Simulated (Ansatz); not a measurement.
Input and output of a self-consistent single point for Hg (P6_3/mmc, 2 atoms in the cell) (Ansatz, an electronic-structure program).

Computed with PBEsol, default PAW files made with PBE (plane waves; Ansatz).

```
Hg
1.0
    3.18648     0.00000     0.00000
   -1.59324     2.75957     0.00000
    0.00000     0.00000     5.17355
Hg
2
Direct
  0.33333   0.66667   0.25000
  0.66667   0.33333   0.75000
```

Reference input (self-consistent single point, DFT, PBEsol, plane waves, default PAW files made with PBE): kpoints.mp_grid.grid = 10 10 5; hamiltonian.xc = pbesol; hamiltonian.pseudopotentials = {kind: paw} (the program's default PAW files); scf.occupations.method = methfessel_paxton; scf.occupations.width = 0.0037 Ry. This run's input differs from it in these lines:

Ansatz 0.2 input:
```diff
@@ -9,3 +9,3 @@
 kpoints:
-  mp_grid: { grid: [10, 10, 5] }
+  mp_grid: { grid: [11, 11, 6] }
 hamiltonian:
@@ -14,3 +14,3 @@
 scf:
-  occupations: { method: methfessel_paxton, width: 0.0037 Ry }
+  occupations: { method: methfessel_paxton, width: 0.0073 Ry }
 output:
```

The program printed (abridged):

```
SCF iter   1: F=—  HF=-27335.972350 eV  |F-HF|=—  |Δ(HF+E_count)|=         —  Δρ=3.57e-3  dr2=4.23e-3  ethr=1.77e-3  ⟨swp⟩=5.2  Hψ=5827  notcnv=0
all-band conjugate gradients solve this SCF's bands
preconditioner: auto → Kerker (q_TF=auto, 2.670 Å⁻¹)
SCF iter   2: F=—  HF=-27335.972252 eV  |F-HF|=—  |Δ(HF+E_count)|=   9.79e-5  S|Δr|=    0.00e0  Δρ=1.57e-3  dr2=5.85e-4  ethr=1.06e-5  ⟨swp⟩=2.2  Hψ=2739  notcnv=0
SCF iter   3: F=—  HF=-27335.972108 eV  |F-HF|=—  |Δ(HF+E_count)|=   1.44e-4  S|Δr|=    0.00e0  Δρ=4.43e-4  dr2=2.53e-5  ethr=1.46e-6  ⟨swp⟩=2.0  Hψ=2270  notcnv=0
SCF iter   4: F=—  HF=-27335.972121 eV  |F-HF|=—  |Δ(HF+E_count)|=   1.31e-5  S|Δr|=    0.00e0  Δρ=4.45e-5  dr2=7.38e-7  ethr=6.34e-8  ⟨swp⟩=2.6  Hψ=2617  notcnv=0
SCF iter   5: F=—  HF=-27335.972121 eV  |F-HF|=—  |Δ(HF+E_count)|=   5.33e-8  S|Δr|=    0.00e0  Δρ=1.50e-5  dr2=1.07e-7  ethr=2.50e-10  ⟨swp⟩=5.0  Hψ=6052  notcnv=0
SCF iter   6: F=-27335.972121 eV  HF=-27335.972121 eV  |F-HF|=1.66e-9  |Δ(HF+E_count)|=   1.20e-8  S|Δr|=    0.00e0  Δρ=3.68e-6  dr2=7.39e-9  ethr=2.50e-10  ⟨swp⟩=3.9  Hψ=4670  notcnv=0
SCF 1 converged in 6 iterations: F = -27335.972121 eV  dr2 = 7.39e-9
Stability not checked (fill_not_monotonic)
Free energy (F): -27335.972121 eV
Internal energy: -27335.972328 eV  (E = F + TS)
E sigma→0 (E₀):  -27335.972173 eV
Entropy (-TS):   0.000207 eV (0.103 meV/atom)
Fermi energy:    15.190214 eV
--- Forces (eV/Å), atoms counted from 1 ---
  atom   1  Hg     0.00000000    -0.00000000     0.00000000
  atom   2  Hg    -0.00000000     0.00000000     0.00000000
--- Stress (GPa, compression-positive) ---
        1.221583       0.000000       0.000000
        0.000000       1.221583       0.000000
        0.000000       0.000000       2.478354
  P = ⅓ Tr σ = 1.6405 GPa (16.405 kbar)
  The stress holds the Pulay correction. Without it, at fixed plane waves, as pw.x and ABINIT print it: P = 1.6014 GPa
```

The run converged in 6 iterations. Against the reference run the free energy goes down by 2.1 meV/atom and the pressure hardly changes (1.57 to 1.64 GPa).

The starting cell was generated: these elements placed on a structure prototype, without a prior relaxation; it need not be a known phase or ordering of this composition. Its lattice was rescaled by a random factor within 2.5 % of one. Ansatz's pressure includes its estimate of the finite-basis (Pulay) stress.
